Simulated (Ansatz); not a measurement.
System: CuI (R-3m, No. 166, 4 atoms in the cell; start mp-23306; a measured phase of this formula has another space group). Method: r²SCAN (Ansatz, a program for electronic structure, PAW).

Settings: plane-wave cutoff 560 eV, 14×14×14 k mesh, Fermi–Dirac smearing 0.05 eV, no spin polarisation, scalar-relativistic PAW data made under PBE.

Cell (relaxed at this level):

```xyz
4
Lattice="2.1929 1.2661 6.8443 -2.1929 1.2661 6.8443 0.0000 -2.5322 6.8443" Properties=species:S:1:pos:R:3 pbc="T T T"
Cu     0.0000     0.0000     2.5099
Cu     0.0000     0.0000    18.0231
I      0.0000     0.0000     0.0000
I      0.0000     0.0000    10.2665
```

Q: Estimate the band gap and bulk modulus B0 that the calculation returns.

A: 
band gap: 0.09 eV (under three smearing widths, so not firm)
bulk modulus B0: 37.0 GPa

Note: the relaxation could not lower the start's symmetry, so the cell can be a saddle point above a distorted one; the bulk modulus is −V dP/dV from two relaxed cells at ±2 % in volume.

Spin–orbit coupling is not included; it can close the smallest gap of 0.09 eV.

Static lattice: no zero-point or thermal effects.

A start named mp-… is a Materials Project structure, which need not be a measured phase.
